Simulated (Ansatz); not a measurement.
Worked example: self-consistent single point of MgB2 (P6mm, 3 atoms in the cell) in Ansatz (a program for electronic structure).

Level of theory: PBEsol, harder PAW files (source: ansatz) made with PBE (plane waves; Ansatz).

The change in words: lattice scaled by 0.98; basis.ecutwfc: 420 eV → 710 eV; hamiltonian.pseudopotentials: {kind: paw} (the program's default PAW files) → {kind: paw, source: ansatz}. Reference geometry:
```
CELL_PARAMETERS angstrom
      1.55272    -2.68940     0.00000
      1.55272     2.68940     0.00000
      0.00000     0.00000     3.53760
ATOMIC_POSITIONS crystal
  Mg 0.00000 0.00000 0.01413
  B  0.33333 0.66667 0.50000
  B  0.66667 0.33333 0.50000
```

Reference input (self-consistent single point, DFT, PBEsol, plane waves, default PAW files made with PBE): basis.ecutwfc = 420 eV; kpoints.mp_grid.grid = 12 12 9; hamiltonian.xc = pbesol; hamiltonian.pseudopotentials = {kind: paw} (the program's default PAW files); scf.occupations.method = fermi_dirac; scf.occupations.width = 0.1 eV. This run's input differs from it in these lines:

Ansatz 0.2 input:
```diff
@@ -2,11 +2,11 @@
   lattice:
-    - [1.55272500, -2.68939900, 0.00000000]
-    - [1.55272500, 2.68939900, 0.00000000]
-    - [0.00000000, 0.00000000, 3.53760000]
+    - [1.52167000, -2.63561100, 0.00000000]
+    - [1.52167000, 2.63561100, 0.00000000]
+    - [0.00000000, 0.00000000, 3.46684800]
   atoms:
-    - { symbol: Mg, position_ang: [0.00000000, 0.00000000, 0.05000044] }
-    - { symbol: B, position_ang: [1.55272500, 0.89646813, 1.76880000] }
-    - { symbol: B, position_ang: [1.55272500, -0.89646813, 1.76880000] }
+    - { symbol: Mg, position_ang: [0.00000000, 0.00000000, 0.04900043] }
+    - { symbol: B, position_ang: [1.52167000, 0.87853876, 1.73342400] }
+    - { symbol: B, position_ang: [1.52167000, -0.87853876, 1.73342400] }
 basis:
-  ecutwfc: 420.0
+  ecutwfc: 710.0
 kpoints:
@@ -15,3 +15,3 @@
   xc: pbesol
-  pseudopotentials: { kind: paw }
+  pseudopotentials: { kind: paw, source: ansatz }
 scf:
```

The program printed (abridged):

```
SCF iter   1: F=—  HF=-2218.857513 eV  |F-HF|=—  |Δ(HF+E_count)|=         —  Δρ=8.06e-2  dr2=2.93e0  ethr=3.10e-3  ⟨swp⟩=6.0  Hψ=7178  notcnv=0
all-band conjugate gradients solve this SCF's bands
preconditioner: auto → none
SCF iter   2: F=—  HF=-2217.782774 eV  |F-HF|=—  |Δ(HF+E_count)|=    1.07e0  Δρ=1.66e-2  dr2=3.83e-2  ethr=3.10e-3  ⟨swp⟩=3.0  Hψ=2872  notcnv=0
SCF iter   3: F=—  HF=-2217.779235 eV  |F-HF|=—  |Δ(HF+E_count)|=   3.54e-3  Δρ=7.57e-3  dr2=7.32e-3  ethr=2.39e-4  ⟨swp⟩=2.3  Hψ=1986  notcnv=0
SCF iter   4: F=—  HF=-2217.779969 eV  |F-HF|=—  |Δ(HF+E_count)|=   7.35e-4  Δρ=7.30e-4  dr2=6.41e-5  ethr=4.58e-5  ⟨swp⟩=1.1  Hψ=1164  notcnv=0
SCF iter   5: F=—  HF=-2217.779961 eV  |F-HF|=—  |Δ(HF+E_count)|=   8.18e-6  Δρ=1.18e-4  dr2=1.80e-6  ethr=4.00e-7  ⟨swp⟩=2.0  Hψ=1884  notcnv=0
SCF iter   6: F=—  HF=-2217.779961 eV  |F-HF|=—  |Δ(HF+E_count)|=   1.32e-7  Δρ=2.38e-5  dr2=1.44e-7  ethr=6.25e-10  ⟨swp⟩=7.2  Hψ=6231  notcnv=0
SCF iter   7: F=-2217.779961 eV  HF=-2217.779961 eV  |F-HF|=3.24e-10  |Δ(HF+E_count)|=   3.00e-8  Δρ=6.07e-6  dr2=4.83e-9  ethr=6.25e-10  ⟨swp⟩=5.0  Hψ=3682  notcnv=0
SCF 1 converged in 7 iterations: F = -2217.779961 eV  dr2 = 4.83e-9
Free energy (F): -2217.779961 eV
Internal energy: -2217.759877 eV  (E = F + TS)
E sigma→0 (E₀):  -2217.769919 eV
Entropy (-TS):   -0.020085 eV (-6.695 meV/atom)
Fermi energy:    9.578085 eV
--- Forces (eV/Å), atoms counted from 1 ---
  atom   1  Mg     0.00000000     0.00000000    -0.37549966
  atom   2  B      0.00000000    -0.00000000     0.18779294
  atom   3  B      0.00000000     0.00000000     0.18779294
--- Stress (GPa, compression-positive) ---
        4.095098      -0.000000       0.000000
        0.000000       4.095098       0.000000
        0.000000       0.000000       2.753354
  P = ⅓ Tr σ = 3.6478 GPa (36.478 kbar)
  The stress holds the Pulay correction. Without it, at fixed plane waves, as pw.x and ABINIT print it: P = 3.6228 GPa
```

The run converged in 7 iterations. Against the reference run the pressure goes from -5.51 to 3.65 GPa and the largest force goes from 0.304 to 0.375 eV/Å.

The starting cell has typed, rounded lattice constants, without a prior relaxation at this level. Its lattice was rescaled by up to half a per cent. One atom was moved a little off its site on purpose. For this run, on top of that: lattice scaled by 0.98. Ansatz's pressure includes its estimate of the finite-basis (Pulay) stress.
